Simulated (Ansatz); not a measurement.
Take ZnCu₂GeS₄ (space group I-4, No. 82; a = 5.360 Å, c = 10.650 Å) as the base. Axes: x, y, z lie along a, b, c of the conventional cell.

Computed with plane-wave PAW DFT at the PBE level (Ansatz, an electronic-structure program, 420 eV), spin-orbit coupling left out.

Base values:

| Item | Value |
|---|---|
| Band gap | 0.47 eV |

It is then changed as follows: strain tensor (xx, yy, zz, yz, xz, xy) = (+0.50, −0.62, −0.69, −2.09, +1.06, −0.50) %; the atoms relax in the strained cell.

How does this affect the band gap and stress?

The band gap shrinks by 0.02 eV (0.47 eV → 0.45 eV); the stress (xx, yy, zz, yz, xz, xy; compression positive) amounts to (0.30, 0.77, 0.80, 1.99, -1.01, 0.49) GPa.

No phonon test of stability was made. The final runs are not spin-polarised.
